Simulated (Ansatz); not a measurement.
**Hypothetical P6_422 BAs: carrier doping**

Consider BAs (space group P6_422, No. 181; a = 3.459 Å, c = 7.482 Å; a hypothetical phase, not in the database extracts checked).

Carriers are added at fixed cell with a uniform background; the Fermi–Dirac width is that of 300 K.

Calculations: PBE (Ansatz, an electronic-structure program; PAW; 420 eV plane waves; spin-orbit coupling left out).

Notes on the quantities. Fermi level from band edge: Fermi level relative to the doped band's edge (positive inside the band; to 0.05 eV).

```
case                      Fermi level from band edge  gap between the host's bands
------------------------  --------------------------  ----------------------------
undoped                                            –                       0.48 eV
electrons 2.0×10^21 cm⁻³                    +0.40 eV                       0.46 eV
electrons 3.0×10^21 cm⁻³                    +0.50 eV                       0.46 eV
electrons 5.0×10^21 cm⁻³                    +0.60 eV                             ?
electrons 2.0×10^22 cm⁻³                    +1.15 eV                       0.34 eV
holes 2.0×10^21 cm⁻³                        +1.05 eV                       0.50 eV
holes 3.0×10^21 cm⁻³                        +1.15 eV                       0.51 eV
holes 5.0×10^21 cm⁻³                        +1.30 eV                       0.53 eV
holes 2.0×10^22 cm⁻³                        +1.85 eV                             ?
```

Task: Complete the table.

Result: 
- electrons 5.0×10^21 cm⁻³, gap between the host's bands: 0.44 eV
- holes 2.0×10^22 cm⁻³, gap between the host's bands: 0.68 eV

Carriers are added with a uniform compensating background; total energy and stress of such cells depend on the potential's zero and are not compared; many-body gap narrowing is missing at this level. No phonon test of stability was made. The base started in P3_121 and relaxed to P6_422 at this level.
